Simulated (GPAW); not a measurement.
**GPAW run on Mg₂Si (Fm-3m, 3 atoms in the cell): self-consistent single point**

Method of the run: PBE, GPAW PAW datasets PBE (gpaw-data 1.0.1) (plane waves; GPAW 25.7.0).

Input:

```python
from ase import Atoms
from ase.units import GPa
from gpaw import GPAW, PW, FermiDirac

atoms = Atoms(['Mg', 'Mg', 'Si'],
              cell=[[0.000000, 3.136854, 3.136854],
                    [3.136854, 0.000000, 3.136854],
                    [3.136854, 3.136854, 0.000000]],
              scaled_positions=[[0.250000, 0.250000, 0.250000],
                                [0.750000, 0.750000, 0.750000],
                                [0.000000, 0.000000, 0.000000]],
              pbc=True)

calc = GPAW(mode=PW(800),
            xc='PBE',
            kpts={'size': (6, 6, 6), 'gamma': True},
            occupations=FermiDirac(0.02),
            nbands=-8,
            convergence={'density': 1e-05, 'energy': 1e-05, 'bands': -6},
            symmetry={'symmorphic': False, 'tolerance': 0.0005},
            maxiter=100)

atoms.calc = calc

energy = atoms.get_potential_energy()
print('Energy (eV):', round(energy, 6))
forces = atoms.get_forces()
print('Forces (eV/Ang):')
print(forces.round(5))
stress = atoms.get_stress()
print('Stress (GPa, Voigt):', (stress / GPa).round(4))
```

Output (repeated stretches shortened):

```
Input parameters:
  convergence: {bands: -6,
                density: 1e-05,
                energy: 1e-05}
  kpts: {gamma: True,
         size: (6, 6, 6)}
  maxiter: 100
  mode: {ecut: 800.0,
         name: pw}
  nbands: -8
  occupations: {fixmagmom: False,
                name: fermi-dirac,
                width: 0.02}
  symmetry: {symmorphic: False,
             tolerance: 0.0005}
  xc: PBE

species:
  Mg:
    name: Magnesium
    Z: 12.0
    valence: 10
    core: 2
    charge: 0.0
    file: Mg.PBE.gz

    # Using partial waves for Mg as LCAO basis

  Si:
    name: Silicon
    Z: 14.0
    valence: 4
    core: 10
    charge: 0.0
    file: Si.PBE.gz

    # Using partial waves for Si as LCAO basis

Reference energy: -18785.634028  # eV

Spin-paired calculation

Convergence criteria:
 Maximum [total energy] change in last 3 cyles: 1e-05 eV / valence electron
 Maximum integral of absolute [dens]ity change: 1e-05 electrons / valence electron
 Maximum integral of absolute [eigenst]ate change: 4e-08 eV^2 / valence electron
 Maximum number of scf [iter]ations: 100

Symmetries present (total): 48
Symmetries with fractional translations: 0
216 k-points: 6 x 6 x 6 Monkhorst-Pack grid + [1/12,1/12,1/12]
16 k-points in the irreducible part of the Brillouin zone
       k-points in crystal coordinates                weights
   0:     0.00000000    0.00000000    0.00000000          1/216
   1:     0.16666667    0.16666667    0.00000000          6/216
   2:     0.16666667    0.16666667    0.16666667          8/216
   [... 7 lines left out ...]
          ...
  15:     0.50000000    0.50000000    0.50000000          4/216

Wave functions: Plane wave expansion
  Cutoff energy: 800.000 eV
  Number of coefficients (min, max): 3143, 3218
  Pulay-stress correction: 0.000000 eV/Ang^3 (de/decut=0.000000)

Occupation numbers: Fermi-Dirac:
  width: 0.0200  # eV

Eigensolver

Densities:
  Coarse grid: 30*30*30 grid
  Fine grid: 60*60*60 grid
  Total Charge: 0.000000

Density mixing:
  Method: separate
  Backend: pulay
  Linear mixing parameter: 0.05
  old densities: 5
  Damping of long wavelength oscillations: 50

Hamiltonian:
  XC and Coulomb potentials evaluated on a 60*60*60 grid
  External potential:
    NoExternalPotential

XC parameters: PBE with 2 nearest neighbor stencil

Number of atoms: 3
Number of atomic orbitals: 20
Number of bands in calculation: 20
Number of valence electrons: 24
Bands to converge: 14

Density initialized from atomic densities
  20 bands from LCAO basis set

Atomic positions and initial magnetic moments

Positions:
   0 Mg     1.568427    1.568427    1.568427    ( 0.0000,  0.0000,  0.0000)
   1 Mg     4.705281    4.705281    4.705281    ( 0.0000,  0.0000,  0.0000)
   2 Si     0.000000    0.000000    0.000000    ( 0.0000,  0.0000,  0.0000)

Unit cell:
           periodic     x           y           z      points  spacing
  1. axis:    yes    0.000000    3.136854    3.136854    30     0.1207
  2. axis:    yes    3.136854    0.000000    3.136854    30     0.1207
  3. axis:    yes    3.136854    3.136854    0.000000    30     0.1207

  Lengths:   4.436181   4.436181   4.436181
  Angles:   60.000000  60.000000  60.000000

Effective grid spacing dv^(1/3) = 0.1317

     iter     time        total  log10-change:
                         energy   eigst   dens
iter:   1 --:--:--    -9.468988   +0.67
iter:   2 --:--:--    -9.418618   +0.02  -1.13
iter:   3 --:--:--    -9.076574   -0.65  -1.17
iter:   4 --:--:--    -9.091066   -1.67  -1.57
iter:   5 --:--:--    -9.155641   -1.22  -1.68
iter:   6 --:--:--    -9.096667   -2.46  -1.74
iter:   7 --:--:--    -9.096750   -3.54  -3.18
iter:   8 --:--:--    -9.096904c  -4.62  -3.19
iter:   9 --:--:--    -9.096551   -4.72  -2.96
iter:  10 --:--:--    -9.096545   -5.96  -3.46
iter:  11 --:--:--    -9.096536c  -6.76  -3.72
iter:  12 --:--:--    -9.096531c  -6.14  -3.79
iter:  13 --:--:--    -9.096528c  -6.75  -4.01
iter:  14 --:--:--    -9.096528c  -8.03c -4.64
iter:  15 --:--:--    -9.096528c  -8.29c -4.65
iter:  16 --:--:--    -9.096528c  -9.00c -4.95
iter:  17 --:--:--    -9.096528c  -9.34c -5.01c

Converged after 17 iterations.

Dipole moment: (0.000000, 0.000000, 0.000000) |e|*Ang

Energy contributions relative to reference atoms: (reference = -18785.634028)

Kinetic:         +8.045913
Potential:       -3.781231
External:        +0.000000
XC:             -13.304006
Entropy (-ST):   -0.000102
Local:           -0.057153
SIC:             +0.000000
--------------------------
Free energy:     -9.096579
Extrapolated:    -9.096528

Showing only first 2 kpts
 Kpt  Band  Eigenvalues  Occupancy
  0    10      4.35474    1.96320
  0    11      4.35474    1.96320
  0    12      6.45406    0.00000
  0    13      6.97269    0.00000

  1    10      3.56964    2.00000
  1    11      3.56964    2.00000
  1    12      6.19417    0.00000
  1    13      7.18270    0.00000

Fermi level: 4.43428

Gap: 0.159 eV
Transition (v -> c):
  (s=0, k=0, n=11, [0.00, 0.00, 0.00]) -> (s=0, k=12, n=12, [0.50, 0.50, 0.00])
Direct/indirect transitions are different
Direct gap: 2.099 eV
Transition at: (s=0, k=0, n=11, [0.00, 0.00, 0.00])
Energy (eV): -9.096528

Forces in eV/Ang:
  0 Mg    0.00000    0.00000   -0.00000
  1 Mg    0.00000    0.00000    0.00000
  2 Si    0.00000   -0.00000   -0.00000

Stress tensor:
    -0.015444    -0.000000    -0.000000
    -0.000000    -0.015444     0.000000
    -0.000000     0.000000    -0.015444
Stress (GPa, Voigt): [-2.4744 -2.4744 -2.4744  0.     -0.     -0.    ]
```

The run converged in 17 iterations. GPAW prints stress with tension positive.

The starting cell comes from a database of computed structures (which also holds hypothetical and non-ambient phases and stackings), without a prior relaxation at this level. Its lattice was rescaled by a random factor within 2.5 % of one. Another mesh or the band path of this cell gives a smaller gap, so this value is not converged in the mesh.
